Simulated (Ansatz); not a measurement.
A calculation on AlB2-type ZrB2 returned lattice constant a 3.168 Å, lattice parameter c 3.551 Å.

For reference: lattice constant a 3.17 Å (measured, room temperature, not corrected to a static lattice; as tabulated in Zhang et al. (2020), arXiv:1911.03307); lattice parameter c 3.532 Å (measured, room temperature, not corrected to a static lattice; as tabulated in Zhang et al. (2020), arXiv:1911.03307).

Problem. Which level of theory produced these numbers?
A. PBEsol-D3(BJ) (Ansatz, an electronic-structure program)
B. LDA (Ansatz)
C. r²SCAN (Ansatz)
D. Hartree–Fock (Ansatz)

Solution. C, r²SCAN (Ansatz)

The others give: Hartree–Fock 3.196 Å, 3.608 Å; PBEsol-D3(BJ) 3.131 Å, 3.474 Å; LDA 3.133 Å, 3.488 Å.

Unless a cell is named, each level is at its own relaxed cell (Hartree–Fock 10.64, LDA 9.88, PBEsol-D3(BJ) 9.83, r²SCAN 10.28 Å³/atom).

Ansatz's density-functional and Hartree–Fock values are scalar-relativistic unless marked +SOC, with PAW data made under PBE.
